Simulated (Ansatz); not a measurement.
The reference is InAgTe2 in the chalcopyrite structure (space group I-42d, No. 122; a = 6.431 Å, c = 12.767 Å).

Computed with Ansatz (an electronic-structure program), PBEsol, PAW, cutoff 420 eV, no spin-orbit coupling.

Before the change:

- Band gap: 0.08 eV
- Pressure: 0.0 GPa

It is then changed as follows: every lattice vector is stretched by 1.22 %, atoms relaxed at fixed cell.

**Question.** What happens to the band gap, pressure and energy relative to the base?

**Answer.** The band gap changes from 0.08 eV to zero; the pressure (mean of the normal stresses, compression positive) goes from zero to -1.5 GPa; the energy increases by 5.8 meV/atom.

With Te present, leaving out spin-orbit coupling can change the band edges. The cells carry an imposed strain or load. No phonon test of stability was made. All final runs are without spin polarisation. The zero or small gap of InAgTe2 can change with the level of theory.
